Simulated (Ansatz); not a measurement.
The starting structures come from a database of crystals and need not be the phases stable at ambient conditions.

 Where the default PAW files enter, the runs use the earlier of Ansatz's two default sets.

Tunnelling through a barrier is set by its complex band structure: the current falls as exp(−2κd) with the smallest κ.

Given:

```xyz
10
Lattice="3.6918 0.0000 0.0000 -1.8459 6.4442 0.0000 1.8459 0.0000 5.2451" Properties=species:S:1:pos:R:3 pbc="T T T"
Ag     3.6896     2.6212     4.0105
Ag    -0.0022     3.8229     1.2346
Ag     0.9208     5.8433     3.8572
Ag     0.9208     0.6009     1.3880
O     -0.4879     5.3820     2.4446
O      3.2039     1.0621     2.8005
O      0.4350     2.1600     0.1779
O      4.1268     4.2842     5.0672
O      2.1681     0.0000     0.0000
O      1.2452     3.2221     2.6226
```

Space group of this cell: Fdd2. The cell is taken as given.

Transport runs along the normal of the first two printed cell vectors.

The gap is the functional's own. No spin-orbit coupling. Mid-gap values are interpolated on the energy grid.

**Question.** Compute, with r2SCAN run with Ansatz (an electronic-structure program), the band gap and the smallest decay constant κ at mid-gap.

**Answer.** Gap 0.75 eV on a 10×10×10 mesh; κ = 0.233 1/Å, at (0.250, 0.333) of the in-plane reciprocal vectors. At the zone centre, at the nearest computed energy, the slowest state has κ = 0.35 1/Å.
